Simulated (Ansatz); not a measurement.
# Effective masses and thermopower of PbI2 (P-3m1)

Here is the system:

```
CELL_PARAMETERS angstrom
      4.55851     0.00000     0.00000
     -2.27925     3.94778     0.00000
      0.00000     0.00000     6.97279
ATOMIC_POSITIONS crystal
  Pb 0.00000 0.00000 0.00000
  I  0.66667 0.33333 0.72905
  I  0.33333 0.66667 0.27095
```

Level of theory: PBE+D3BJ with spin-orbit coupling, rigid bands (plane waves, PAW; Ansatz, a program for electronic structure). Condition of this run: functional PBE, cell relaxed with it. Cell: cell and atoms relaxed with PBE+d3bj.

The band gap comes out as 1.38 eV and the electron conductivity mass (300 K, dilute) is 0.24 (x), 0.24 (y), 1.84 (z) mₑ. The hole conductivity mass (300 K, dilute) is 0.57 (x), 0.57 (y), 0.83 (z) mₑ. The effective density of states N_c (300 K) is 7.4e18 cm⁻³ and the effective density of states N_v (300 K) is 1.1e19 cm⁻³. The density-of-states mass, electrons is 0.44 mₑ and the density-of-states mass, holes comes out as 0.59 mₑ. The Seebeck coefficient, n-type 1e19 cm⁻³, 300 K is -193 μV/K and the best n-type power factor at 300 K for τ = 10 fs (best axis; densities from 1e16 to 1e21 cm⁻³ tried, whether or not they can be reached) is 5.2 μW/(cm·K²) at 1e20 cm⁻³. The Seebeck coefficient, p-type 1e19 cm⁻³, 300 K is 260 μV/K and the best p-type power factor at 300 K for τ = 10 fs (best axis; densities from 1e16 to 1e21 cm⁻³ tried, whether or not they can be reached) is 16.4 μW/(cm·K²) at 3e20 cm⁻³.

Rigid bands; masses and Seebeck coefficients take one relaxation time τ for all states and one kind of carrier; polarons and phonon drag are left out. Geometry: cell and atoms relaxed with PBE+D3(BJ).
